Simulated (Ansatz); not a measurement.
AlO3 (C2), PBEsol, rigid bands in Ansatz (a program for electronic structure): N_c = 1.59e20 cm⁻³ at 300 K and an electron conductivity mass of 2.26 mₑ along z (a = (7.44, -1.85, 0.01) Å; b = (7.44, 1.85, 0.01) Å; c = (-0.56, 0.00, 2.88) Å).

Q: For 1e17 electrons per cm³ at 300 K, place the Fermi level, estimate the Seebeck coefficient of a parabolic band with constant τ, and give mobility and conductivity for τ = 10 fs.

A: The level lies k_BT ln(N_c/n) = 0.191 eV below the conduction-band minimum. S ≈ −(k_B/e)[ln(N_c/n) + 5/2] = -851 μV/K, against -843 μV/K from the full bands (mean over directions). μ = eτ/m = 7.78 cm²/(V·s) and σ = neμ = 0.125 S/cm. τ is assumed, not computed.

Band transport and this doping are assumed; polarons and phonon drag are left out. Spin-orbit coupling is left out.

Computed structure with no diffraction record at hand here (it may be known, metastable or hypothetical): AlO3 (C2).
